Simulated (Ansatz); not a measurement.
# Sc: response to strain

The parent structure is Sc in the hcp (Mg type) structure (space group P6_3/mmc, No. 194; relaxed with 0.1 eV smearing).

```
CELL_PARAMETERS angstrom
      3.27535     0.00000     0.00000
     -1.63768     2.83654     0.00000
      0.00000     0.00000     5.10512
ATOMIC_POSITIONS crystal
  Sc 0.66667 0.33333 0.25000
  Sc 0.33333 0.66667 0.75000
```

Cartesian axes are those of the cell as printed.

Strains are applied to the cell and any free atomic positions relax; under biaxial strain the out-of-plane vector relaxes too.

Computed with plane-wave PAW DFT at the PBEsol level (Ansatz, a quantum-chemistry and plane-wave program, 420 eV), scalar-relativistic without spin-orbit coupling.

| biaxial strain, plane normal [001], relaxed out of plane (%) | out-of-plane strain (%) |
|---|---|
| 0 | 0.00 |
| 0.5 | -0.29 |
| 1 | ? |
| 1.5 | -0.84 |
| 2 | -1.11 |
| 2.5 | -1.37 |
| 3 | -1.64 |

**Question.** Fit ε⊥ = −νε + γε² (strains in %) to the rows shown and predict the withheld row.

**Answer.** Least squares on the printed values gives ν = 0.57 (the biaxial Poisson response) and γ = 0.010 (largest residual 0.01 %); this predicts -0.56 %, and the run gives -0.56 %, in agreement.

Stability against distortions was not tested. The final runs are not spin-polarised.
